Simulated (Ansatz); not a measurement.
Start from TlBr in the CsCl type structure (space group Pm-3m, No. 221).

```
TlBr
1.0
    3.91453     0.00000     0.00000
    0.00000     3.91453     0.00000
    0.00000     0.00000     3.91453
Tl Br
1 1
Direct
  0.00000   0.00000   0.00000
  0.50000   0.50000   0.50000
```

Level of theory: Ansatz (an electronic-structure program), PBEsol, PAW, cutoff 420 eV, no spin-orbit coupling.

For the base:

```
Item                  Result
-------------------  -------
Lattice parameter a  3.915 Å
```

Modification: a hydrostatic pressure of 15 GPa.

Task: What does the calculation give for the lattice parameter a after the change?

Result: The lattice parameter a decreases by 0.342 Å (3.915 Å → 3.573 Å).

Load acts through the strain it causes; cell and atoms are relaxed under it. No phonon test of stability was made. Competing high-pressure phases were not computed.
